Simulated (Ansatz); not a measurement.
Effect of biaxial strain −3.47 %, plane normal [001], relaxed out of plane on Cd2SnO4

Take Cd2SnO4 (space group Pbam, No. 55; a = 5.5712 Å, b = 9.9287 Å, c = 3.1994 Å) as the base. Axes: x, y, z lie along a, b, c of the conventional cell.

Now apply this change: compressive biaxial strain of 3.47 % in the plane normal to [001], as in epitaxy on a mismatched substrate; the out-of-plane cell vector and the atoms relax.

Level of theory: PBEsol, PAW, 420 eV (Ansatz, an electronic-structure program; without spin-orbit coupling). Γ-centred 5×3×8 mesh, Fermi–Dirac width 0.05 eV.

The volume per atom falls by 0.50 Å³, from 12.64 Å³ to 12.14 Å³ and the space group is still Pbam (No. 55). The pressure (mean of the normal stresses, compression positive) goes from zero to 6.44 GPa and the band gap grows by 0.11 eV to 0.59 eV (an upper bound: an edge found on the path is not a true extremum; the changed cell). The out-of-plane strain amounts to +3.08 % and the ratio −ε⊥/ε∥ is 0.89. The mean in-plane stress (compression positive) is +9.7 GPa.

Whether these cells are dynamically stable was not tested.
